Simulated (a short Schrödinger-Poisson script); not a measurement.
**MOS inversion layer, SiO2 on p-type Si(100)**

Stack: MOS inversion layer, SiO2 on p-type Si(100), at 300 K.

| layer | material | thickness (nm) | Na (cm⁻³) |
|---|---|---|---|
| 1 | SiO2 | 2.4 | - |
| 2 | Si | 1700 | 6.1e16 |

The device is made up for the run: typed textbook-type constants, with dimensions and the other settings drawn at random. SiO2: permittivity 3.9, conduction-band edge (eV) 3.15, gap (eV) 9, electron mass (mₑ) 0.5. Si: permittivity 11.7, conduction-band edge (eV) 0, gap (eV) 1.124, Nv at 300 K (cm⁻³) 3.1e19.

Channel valleys (confinement mass, in-plane density-of-states mass, number): Δ2 0.916, 0.19, 2; Δ4 0.19, 0.417, 4. At the gate the conduction-band edge of layer 1 lies 3.28 eV − eVg above the Fermi level of the channel; the field vanishes at the back. Gaps are held at their typed values at every temperature. Mesh 0.03 nm at interfaces.

From a short Schrödinger-Poisson script (our own, NumPy): 1D Poisson equation in equilibrium, electrons quantum, Hartree (BenDaniel-Duke, 12 states a valley, the channel's in-plane mass for all, wave functions ending at the dielectric), parabolic valleys, classical holes, full ionisation, no traps, pinning or gate leakage.

| Vg (V) | electrons (cm⁻²) | C (μF/cm²) | Δ2 E0 (meV) | Δ2 E1 (meV) | Δ4 E0 (meV) | Δ4 E1 (meV) |
|---|---|---|---|---|---|---|
| -0.1 | 2.03e7 | 0.0845 | 347.9 | 377.0 | 374.7 | 423.0 |
| 0.1 | 2.12e10 | 0.176 | 165.3 | 197.4 | 194.9 | 248.1 |
| 0.3 | 7.18e11 | 0.895 | 67.9 | 108.4 | 105.7 | 165.3 |
| 0.5 | 1.96e12 | 1.07 | 34.8 | 85.5 | 82.6 | 147.9 |
| 0.7 | 3.33e12 | 1.13 | 14.9 | 74.5 | 71.6 | 141.0 |
| 0.9 | 4.77e12 | 1.17 | 0.0 | 67.5 | 64.5 | 137.1 |
| 1.1 | 6.25e12 | 1.19 | -12.2 | 62.3 | 59.3 | 134.6 |
| 1.3 | 7.75e12 | 1.21 | -23.0 | 58.1 | 55.2 | 132.8 |
| 1.5 | 9.27e12 | 1.22 | -32.9 | 54.6 | 51.6 | 131.3 |
| 1.7 | 1.08e13 | 1.23 | -42.1 | 51.4 | 48.4 | 130.2 |

Gate voltages with under 1e6 electrons/cm² are left out.

Subbands count from the Fermi level.
